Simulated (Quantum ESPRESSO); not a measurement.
Band structure of a (001) slab of Mg (cut from a parent of space group no. 194; 4 atoms in the cell).

```xyz
4
Lattice="3.2200 0.0000 0.0000 -1.6100 2.7886 0.0000 0.0000 0.0000 17.7392" Properties=species:S:1:pos:R:3 pbc="T T T"
Mg     0.0000     0.0000    12.7392
Mg     0.0000     0.0000     7.5797
Mg     0.0000     1.8591     5.0000
Mg     1.6100     0.9295    10.1594
```

Method of the run: LDA (PZ), GBRV 1.5 ultrasoft (LDA) pseudopotentials (plane waves; Quantum ESPRESSO 7.5).

Settings: ecutwfc = 40 Ry; ecutrho = 200 Ry; occupations = smearing; smearing = gaussian; degauss = 0.0073499 Ry; mixing_mode = local-TF; potentials = {Mg: mg_lda_v1.4.uspp.F.UPF}; K_POINTS = automatic 16 16 1 0 0 0; nbnd = 32; conv_thr = 1e-08 Ry; mixing_beta = 0.2.

The starting cell comes from a database of computed structures (which also holds hypothetical and non-ambient phases and stackings), without a prior relaxation at this level. The slab is cut from that crystal, and its faces are unrelaxed. Its lattice was rescaled in the plane by a random factor within 2.5 % of one. The two faces of this cut differ, and no dipole correction was used.

Levels in eV from the Fermi level, bands 17 to 24:
```json
[
 {"point": "Γ", "17": "-6.57", "18": "-5.75", "19": "-4.44", "20": "-2.67", "21": "-0.90", "22": "1.32", "23": "2.67", "24": "4.68"},
 {"point": "M", "17": "-1.87", "18": "-1.84", "19": "-1.12", "20": "-1.06", "21": "0.14", "22": "0.39", "23": "1.94", "24": "2.11"},
 {"point": "K", "17": "-0.38", "18": "-0.36", "19": "-0.32", "20": "0.34", "21": "0.36", "22": "0.47", "23": "1.50", "24": "1.96"}
]
```

Bands cross the Fermi level along this path, so the cell is metallic at this level.
